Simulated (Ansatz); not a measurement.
LaAl₂ (Fd-3m, No. 227; cell taken from a computed entry)

All values below come from PBEsol (Ansatz, a program for electronic structure, PAW).

Numerical settings: plane-wave cutoff 500 eV, 12×12×12 k mesh, Fermi–Dirac smearing 0.1 eV, scalar-relativistic PAW data made under PBE.

Cell (relaxed at this level):

Space group Fd-3m, origin choice 1 (No. 227); a = b = c = 8.0614 Å, α = β = γ = 90.00°

```
atom  site  symmetry       x       y       z
----  ----  --------  ------  ------  ------
La      8b      -43m  0.5000  0.5000  0.5000
Al     16c      .-3m  0.1250  0.1250  0.1250
```
(The calculation used a cell of 6 atoms; values per cell refer to that cell.)

```json
{
 "band_gap": "zero (no gap)"
}
```

Note: the relaxation could not lower the start's symmetry, so the cell can be a saddle point above a distorted one.

Spin–orbit coupling is not included.

Computed values are for the static lattice.

Cost on a shared machine: around 80 core-seconds (rough).
